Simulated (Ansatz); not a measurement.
# A computed series for BN: pressure series

The parent structure is BN in the zinc blende structure (space group F-43m, No. 216; a = 3.625 Å).

Cell and atoms are relaxed at each pressure.

Method: DFT with PBE, PAW potentials and a 420 eV plane-wave cutoff in Ansatz (an electronic-structure program), no spin-orbit coupling.

| variant | smallest direct gap | shortest interatomic distance | electron mass |
|---|---|---|---|
| base | 8.79 eV | 2.966 bohr | 0.91 mₑ along k, 0.30 mₑ across (at X) |
| pressure −2 GPa | 8.77 eV | 2.971 bohr | 0.92 mₑ along k, 0.30 mₑ across (at X) |
| pressure −1 GPa | 8.78 eV | 2.969 bohr | 0.92 mₑ along k, 0.30 mₑ across (at X) |
| pressure 0.9 GPa | 8.80 eV | 2.964 bohr | 0.91 mₑ along k, 0.30 mₑ across (at X) |
| pressure 2.1 GPa | 8.82 eV | 2.960 bohr | 0.91 mₑ along k, 0.30 mₑ across (at X) |
| pressure 4.5 GPa | 8.85 eV | 2.954 bohr | 0.91 mₑ along k, 0.30 mₑ across (at X) |
| pressure 9 GPa | 8.90 eV | 2.943 bohr | 0.90 mₑ along k, 0.30 mₑ across (at X) |
| pressure 15 GPa | 8.97 eV | 2.929 bohr | 0.90 mₑ along k, 0.30 mₑ across (at X) |
| pressure 22.5 GPa | 9.05 eV | 2.912 bohr | 0.89 mₑ along k, 0.30 mₑ across (at X) |
| pressure 30 GPa | 9.13 eV | 2.897 bohr | 0.89 mₑ along k, 0.30 mₑ across (at X) |

Load acts through the strain it causes; cell and atoms are relaxed under it. Masses are band curvatures over ±0.01 Å⁻¹ around the edge. Along k means along the line from Γ to the band edge. Whether these cells are dynamically stable was not tested. No other phases were tried under pressure.
